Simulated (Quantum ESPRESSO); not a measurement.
Quantum ESPRESSO run on FeCo (Pm-3m, 2 atoms in the cell): self-consistent single point.

Computed with LDA (PZ), PSlibrary ultrasoft (LDA) pseudopotentials (plane waves; Quantum ESPRESSO 7.5).

```
CELL_PARAMETERS angstrom
      2.80865     0.00000     0.00000
      0.00000     2.80865     0.00000
      0.00000     0.00000     2.80865
ATOMIC_POSITIONS crystal
  Fe 0.00000 0.00000 0.00000
  Co 0.50000 0.50000 0.50000
```
Moments meant for the start (each program seeds them in its own way; μB, in the order of the atoms Fe Co): 4.0 3.0.

Reference input (self-consistent single point, DFT, LDA (PZ), plane waves, PSlibrary ultrasoft (LDA) pseudopotentials): ecutwfc = 55 Ry; ecutrho = 330 Ry; occupations = smearing; smearing = fermi-dirac; degauss = 0.0073499 Ry; nspin = 2; potentials = {Fe: Fe.pz-n-rrkjus_psl.1.0.0.UPF, Co: Co.pz-n-rrkjus_psl.1.0.0.UPF}; K_POINTS = automatic 15 15 15 0 0 0; conv_thr = 1e-09 Ry; mixing_beta = 0.3. This run's input differs from it in these lines:

```diff
@@ -32,3 +32,3 @@
 K_POINTS automatic
-15 15 15  0 0 0
+28 28 28  0 0 0
 CELL_PARAMETERS angstrom
```

Log, with long lists cut:

```
     Self-consistent Calculation

     iteration #  1     ecut=    55.00 Ry     beta= 0.30

     total energy              =    -136.32556920 Ry
     estimated scf accuracy    <       1.11496668 Ry

     total magnetization       =     4.52 Bohr mag/cell
     absolute magnetization    =     4.52 Bohr mag/cell

     iteration #  2     ecut=    55.00 Ry     beta= 0.30

     total energy              =    -136.12745806 Ry
     estimated scf accuracy    <      14.37209813 Ry

     total magnetization       =     2.85 Bohr mag/cell
     absolute magnetization    =     2.85 Bohr mag/cell

     iteration #  3     ecut=    55.00 Ry     beta= 0.30

   [... lines left out ...]
     absolute magnetization    =     4.57 Bohr mag/cell

   [... 10 blocks of this kind left out ...]

     iteration # 14     ecut=    55.00 Ry     beta= 0.30

     total energy              =    -136.82314945 Ry
     estimated scf accuracy    <       0.00000001 Ry

     total magnetization       =     4.37 Bohr mag/cell
     absolute magnetization    =     4.52 Bohr mag/cell

     iteration # 15     ecut=    55.00 Ry     beta= 0.30

     Magnetic moment per site  (integrated on atomic sphere of radius R)
     atom   1 (R=0.357)  charge=  6.3781  magn=  2.6265
     atom   2 (R=0.357)  charge=  7.5293  magn=  1.7814
     End of self-consistent calculation

     Number of k-points >= 100: set verbosity='high' to print the bands.

     the Fermi energy is    13.6105 ev

!    total energy              =    -136.82314946 Ry
     estimated scf accuracy    <          7.6E-11 Ry
     smearing contrib. (-TS)   =      -0.00412205 Ry
     internal energy E=F+TS    =    -136.81902740 Ry

     total magnetization       =     4.37 Bohr mag/cell
     absolute magnetization    =     4.52 Bohr mag/cell

     convergence has been achieved in  15 iterations

     Forces acting on atoms (cartesian axes, Ry/au):

     atom    1 type  1   force =     0.00000000    0.00000000    0.00000000
     atom    2 type  2   force =     0.00000000    0.00000000    0.00000000

     Total force =     0.000000     Total SCF correction =     0.000000

          total   stress  (Ry/bohr**3)                   (kbar)     P=     -106.77
  -0.00072578   0.00000000   0.00000000         -106.77        0.00        0.00
   0.00000000  -0.00072578   0.00000000            0.00     -106.77        0.00
   0.00000000   0.00000000  -0.00072578            0.00        0.00     -106.77

   JOB DONE.
```

The run converged in 15 iterations. Against the reference run the free energy is nearly the same (within 1 meV/atom), the pressure goes from -10.78 to -10.68 GPa and the size of the net moment moves little (2.18 to 2.19 μB/atom).

The starting cell comes from a database of computed structures (which also holds hypothetical and non-ambient phases and stackings), without a prior relaxation at this level. Its lattice was rescaled by a random factor within 2.5 % of one. The magnetic order is the one reached from the typed start; others were not searched systematically. With a pressure of about -11 GPa the cell is away from its equilibrium volume at this level.

Cost on one core of a shared machine: roughly 6 min.
